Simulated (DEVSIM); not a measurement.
Device: Pt/SiO2/p-Ge capacitor, at 400 K.

```csv
layer (left to right),material,thickness (nm),Na (cm⁻³)
1,SiO2,1.40,-
2,Ge,790,5.7e17
```

Metal gate on the left, work function 5.6 eV. Fixed charge at the semiconductor interface -2.4e11 cm⁻² (in units of +e); no interface traps.

Constants are typed, rounded textbook-type inputs, not results; the design itself was drawn at random and stands for no fabricated device. Values at 300 K; Nc and Nv go as T^1.5, mobilities as T to minus their exponent, the gap by Varshni's rule with the affinity fixed.

| parameter | SiO2 | Ge |
|---|---|---|
| gap (eV) | 9 | 0.664 |
| affinity (eV) | 0.9 | 4 |
| permittivity | 3.9 | 16 |
| Nc (cm⁻³) | - | 1.04e19 |
| Nv (cm⁻³) | - | 6e18 |
| Varshni α (eV/K) | - | 0.000477 |
| Varshni β (K) | - | 235 |

Simulated with DEVSIM: 1D Poisson equation in equilibrium, Boltzmann statistics, complete ionisation; no quantum confinement or tunnelling. Metal contacts follow the ideal Schottky-Mott rule: no Fermi-level pinning, no interface dipoles.

The temperature was swept, all else fixed.

```
temperature (K)  minimum of the low-frequency capacitance (μF/cm²)  flat-band voltage (V)  threshold voltage (band bending 2φF) (V)
---------------  -------------------------------------------------  ---------------------  ----------------------------------------
250                                                          0.328                   0.98                                      1.71
300                                                          0.352                   1.01                                      1.69
350                                                          0.381                   1.05                                      1.66
400                                                          0.422                   1.09                                      1.63
450                                                          0.475                   1.13                                      1.60
500                                                          0.548                   1.17                                      1.57
```

From the first row to the last the minimum of the low-frequency capacitance goes from 0.328 to 0.548. From the first row to the last the flat-band voltage goes from 0.98 to 1.17.
